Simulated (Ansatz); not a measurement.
Al2Cu (I4/mcm, No. 140) was calculated with PBE in Ansatz (plane waves, PAW).

Settings: plane-wave cutoff 500 eV, 14×14×14 k mesh, Fermi–Dirac smearing 0.1 eV, no spin polarisation, scalar-relativistic PAW data made under PBE.

Computed at the level's own relaxed cell.

Give the computed volume per atom, equilibrium lattice constant a and lattice parameter c.


* **volume per atom**: 14.91 Å³/atom
* **equilibrium lattice constant a**: 6.058 Å
* **lattice parameter c**: 4.877 Å

The run finds no gap.

Computed values are for the static lattice.

Ansatz is a first-principles code.
